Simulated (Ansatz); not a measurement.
**InSb (model structure, P6₃/mmc, No. 194, 4 atoms in the cell): properties by level of theory**

```json
[
 {"level (code)": "LDA (Ansatz)", "lattice parameter a (Å)": "4.133", "c axis length (Å)": "7.285", "cohesive energy (eV/atom)": "3.34"},
 {"level (code)": "PBEsol (Ansatz)", "lattice parameter a (Å)": "4.171", "c axis length (Å)": "7.359", "cohesive energy (eV/atom)": "2.88"},
 {"level (code)": "PBE-D3(BJ) (Ansatz)", "lattice parameter a (Å)": "4.180", "c axis length (Å)": "7.394", "cohesive energy (eV/atom)": "2.86"},
 {"level (code)": "r²SCAN (Ansatz)", "lattice parameter a (Å)": "4.244", "c axis length (Å)": "7.314", "cohesive energy (eV/atom)": "2.49"},
 {"level (code)": "r²SCAN+rVV10 (Ansatz)", "lattice parameter a (Å)": "4.213", "c axis length (Å)": "7.294", "cohesive energy (eV/atom)": "2.74"}
]
```

Ansatz's density-functional and Hartree–Fock values are scalar-relativistic unless marked +SOC, with PAW data made under PBE.

Free atoms are spin-polarised, in the lowest state found; at levels without +SOC their spin–orbit coupling is left out.

The computed numbers hold no vibrational or temperature effects.

A model structure was made by putting elements into a prototype or built by hand; it is no filed structure, need not be a known phase, and can be a saddle point held by its symmetry.

Ansatz is a first-principles code.
